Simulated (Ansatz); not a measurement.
The starting structures come from a database of crystals and need not be the phases stable at ambient conditions.

By PBEsol, the system below comes out a metal.

A figure of merit of an interconnect metal is its ballistic conductance per area.

Here is the system:

```xyz
2
Lattice="4.0670 0.0000 0.0000 -2.0335 3.5221 0.0000 2.0335 1.1740 1.6603" Properties=species:S:1:pos:R:3 pbc="T T T"
Al     0.0000     0.0000     0.0000
Co     0.0000     2.3481     0.8302
```

The cell is strained (all lengths scaled by 1.02); by PBEsol it stands under a pressure of -9.6 GPa.

The current flows along the normal of the first two printed cell vectors, the (111) plane of the conventional cell. No spin-orbit coupling; the value is a mean over 0.1 eV about the Fermi level.

Problem. Estimate the ballistic conductance per area that PBEsol run with Ansatz (a program for electronic structure) returns for this system.

Solution. 0.41 × 10¹⁵ S/m² for both spins.
